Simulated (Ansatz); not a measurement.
A relaxation of the atoms of CdSe (R3m, 2 atoms in the cell) with Ansatz (an electronic-structure program).

Method of the run: LDA (PW92), default PAW files made with PBE (plane waves; Ansatz).

The change in words: one atom moved by 0.15 angstrom; relax: default → atoms; relax.f_tol: default → 0.005 eV/Å. Reference geometry:
```xyz
2
Lattice="0.0000 3.0401 3.0401 3.0401 0.0000 3.0401 3.0401 3.0401 0.0000" Properties=species:S:1:pos:R:3 pbc="T T T"
Cd     0.0000     0.0000     0.0000
Se     1.5201     1.5201     1.5201
```

Reference input (self-consistent single point, DFT, LDA (PW92), plane waves, default PAW files made with PBE): basis.ecutwfc = 420 eV; kpoints.mp_grid.grid = 7 7 7; hamiltonian.xc = lda; hamiltonian.pseudopotentials = {kind: paw} (the program's default PAW files); scf.occupations.method = fermi_dirac; scf.occupations.width = 0.01 eV. This run's input differs from it in these lines:

```diff
@@ -7,3 +7,3 @@
   atoms:
-    - { symbol: Cd, position: [0.00000000, 0.00000000, 0.00000000] }
+    - { symbol: Cd, position: [0.01424300, 0.01424300, 0.01424300] }
     - { symbol: Se, position: [0.25000000, 0.25000000, 0.25000000] }
@@ -18,2 +18,4 @@
   occupations: { method: fermi_dirac, width: 0.01 }
+relax:
+  f_tol: 0.005
 output:
```

Log, with long lists cut:

```
   [... SCF lines of the steps left out ...]
relax step   1: F+E_penalty+E_count = -13502.15926246 eV  Δ(F+E_penalty+E_count) = +0.000e0 eV  max|allowed force component| = 5.452e-1 eV/Å  Δτ_max = 0.0000 Å  (6 SCF iters, dr2 threshold 6.25e-7 eV, accepted)
relax step   2: F+E_penalty+E_count = -13502.22051728 eV  Δ(F+E_penalty+E_count) = -6.125e-2 eV  max|allowed force component| = 9.198e-2 eV/Å  Δτ_max = 0.0586 Å  (5 SCF iters, dr2 threshold 1.86e-5 eV, accepted)
relax step   3: F+E_penalty+E_count = -13502.22307710 eV  Δ(F+E_penalty+E_count) = -2.560e-3 eV  max|allowed force component| = 1.368e-3 eV/Å  Δτ_max = 0.0161 Å  (5 SCF iters, dr2 threshold 5.29e-7 eV, accepted)
relax step   4: F+E_penalty+E_count = -13502.22307723 eV  Δ(F+E_penalty+E_count) = -1.262e-7 eV  max|allowed force component| = 1.464e-3 eV/Å  Δτ_max = 0.0000 Å  (3 SCF iters, accepted)
the relaxation is at rest under the 6 symmetry operations that the run kept from its start: a minimum is not shown …
Stability not checked: this state was not tested for a lower state beside it, because too few of the mixer's solves of this state at the end of the SCF gave a …
Free energy (F): -13502.223077 eV
Internal energy: -13502.223077 eV  (E = F + TS)
E sigma→0 (E₀):  -13502.223077 eV
Fermi energy:    7.342785 eV
--- Forces (eV/Å), atoms counted from 1 ---
  atom   1  Cd    -0.00148490    -0.00148490    -0.00148490
  atom   2  Se     0.00144315     0.00144315     0.00144315
   [... lines left out ...]
--- Relaxed structure (4 steps of the walk, 4 accepted, 0 SCFs on fresh bases) ---
  F+E_penalty+E_count = -13502.22307723 eV   max|allowed force component| = 1.464e-3 eV/Å
  atoms:
    - { symbol: Cd, position: [0.007148330228624956, 0.007148330228624956, 0.007148330228624956] }
    - { symbol: Se, position: [0.257094669771375, 0.257094669771375, 0.257094669771375] }
```

The run converged.  The full log also holds: “iter 5 did not close the SCF: its close was put off for the readings that it lacked (scf_convergence_deferred on its scf_iter line)”.

Summary of the result:
| Property | Result |
|---|---|
| Free energy E − TS (on the zero of these files) | -13502.2231 eV |
| Gap on the k-point mesh | 0.33 eV |
| Pressure | -1.92 GPa |
| Largest force (vector length) | 0.003 eV/Å |
| Relaxation steps | 4 |

The starting cell has typed, rounded lattice constants, without a prior relaxation at this level. Its lattice was rescaled by up to half a per cent. For this run, on top of that: one atom moved by 0.15 angstrom. The relaxation keeps the symmetry of its start, so its end need not be a minimum. Ansatz's pressure includes its estimate of the finite-basis (Pulay) stress.

Keys are those of Ansatz 0.2.
